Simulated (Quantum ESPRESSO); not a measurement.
# Zone-centre phonon calculation of NiS (P6_3/mmc, 4 atoms in the cell) at several settings

```xyz
4
Lattice="3.4387 0.0000 0.0000 -1.7193 2.9780 0.0000 0.0000 0.0000 5.1816" Properties=species:S:1:pos:R:3 pbc="T T T"
Ni     0.0000     0.0000     2.5908
Ni     0.0000     0.0000     0.0000
S      0.0000     1.9853     3.8862
S      1.7193     0.9927     1.2954
```

Base: LDA (PZ), PSlibrary PAW (LDA) pseudopotentials (Quantum ESPRESSO 7.5). Its settings: ecutwfc = 50 Ry; ecutrho = 300 Ry; occupations = smearing; smearing = gauss; degauss = 0.0099958 Ry; potentials = {Ni: Ni.pz-n-kjpaw_psl.1.0.0.UPF, S: S.pz-n-kjpaw_psl.1.0.0.UPF}; K_POINTS = automatic 8 8 5 0 0 0; conv_thr = 1e-10 Ry. Starting volume 13.27 Å³ per atom.

Each line gives the change from the base single point and the result:

- ecutwfc: 50 Ry → 35 Ry; ecutrho: 300 Ry → 210 Ry; ph.x.tr2_ph: default → 1e-14; ph.x.fildyn: default → dyn.G; dynmat.x.fildyn: default → dyn.G; dynmat.x.asr: default → simple: pressure -9.63 GPa; zone-centre frequencies (cm⁻¹; negative means imaginary) 0, 0, 0, 79, 79, 173, 201, 201, 221, 221, 222, 261.
- K_POINTS: automatic 8 8 5 0 0 0 → automatic 5 5 3 0 0 0; ph.x.tr2_ph: default → 1e-14; ph.x.fildyn: default → dyn.G; dynmat.x.fildyn: default → dyn.G; dynmat.x.asr: default → simple: zone-centre frequencies (cm⁻¹; negative means imaginary) 0, 0, 0, 67, 67, 174, 214, 215, 215, 217, 217, 259.
- conv_thr: 1e-10 Ry → 7.3e-06 Ry; ph.x.tr2_ph: default → 1e-14; ph.x.fildyn: default → dyn.G; dynmat.x.fildyn: default → dyn.G; dynmat.x.asr: default → simple: zone-centre frequencies (cm⁻¹; negative means imaginary) 0, 0, 0, 80, 80, 174, 202, 202, 221, 221, 222, 261.

The starting cell comes from a database of computed structures (which also holds hypothetical and non-ambient phases and stackings), without a prior relaxation at this level. Spin polarisation is off, so a magnetic state, if there is one, cannot be reached. In the base run, with a pressure of about -10 GPa the cell is away from its equilibrium volume at this level.

Frequencies and response belong to this unrelaxed cell, and polar modes hold no LO-TO splitting.
